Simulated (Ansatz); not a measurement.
Consider the following.

```yaml
crystal:
  lattice:
    - [3.92355, 0.00000, 0.00000]
    - [0.00000, 3.92355, 0.00000]
    - [0.00000, 0.00000, 3.81614]
  atoms:
    - { symbol: Sr, position: [0.00000, 0.00000, 0.00000] }
    - { symbol: Ti, position: [0.50000, 0.50000, 0.50000] }
    - { symbol: O, position: [0.50000, 0.00000, 0.50000] }
    - { symbol: O, position: [0.00000, 0.50000, 0.50000] }
    - { symbol: O, position: [0.50000, 0.50000, 0.00000] }
```

No spin polarisation.

Method: Ansatz (a program for electronic structure), LDA, PAW, cutoff 420 eV, scalar-relativistic without spin-orbit coupling. Settings: 9×9×9 k-points, 0.05 eV Fermi–Dirac smearing.

Estimate the pressure (mean of the normal stresses, compression positive).

-4.69 GPa.

Estimate the smallest direct gap.

2.09 eV.

The cells carry an imposed strain or load. Stability against distortions was not tested. The final runs are not spin-polarised. The cell was made from SrTiO3 in the cubic perovskite structure (space group Pm-3m, No. 221) by this change: biaxial strain +1.80 %, plane normal [001], relaxed out of plane. Many cubic perovskites are stable only at high temperature; tilts and polar distortions were not tested.
